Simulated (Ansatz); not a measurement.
Base system: MgO in the rock salt structure (space group Fm-3m, No. 225; a = 4.208 Å). Axes: x, y, z lie along the cube axes.

Calculations: DFT with r2SCAN, PAW potentials and a 500 eV plane-wave cutoff in Ansatz (a first-principles code), no SOC, earlier PAW set.

Strains are applied to the cell and any free atomic positions relax; under biaxial strain the out-of-plane vector relaxes too.

One change was made to it. Results:

| quantity | base | after |
|---|---|---|
| energy relative to the base (free energy F) | 0 meV/atom | +0.9 meV/atom |
| band gap | 5.68 eV | 5.62 eV |
| shortest interatomic distance | 2.104 Å | 2.104 Å |

Question: Which change produced these results?
A. biaxial strain −0.14 %, plane normal [111], relaxed out of plane
B. tensor shear ε_xz = −0.69 %
C. biaxial strain −3.04 %, plane normal [111], relaxed out of plane
D. uniaxial strain ε_yy = −0.16 %

Answer: B, tensor shear ε_xz = −0.69 %. For comparison, the band gap in the other runs: uniaxial strain ε_yy = −0.16 % gives 5.69 eV; biaxial strain −0.14 %, plane normal [111], relaxed out of plane gives 5.70 eV; biaxial strain −3.04 %, plane normal [111], relaxed out of plane gives 6.07 eV.

Stability against distortions was not tested.
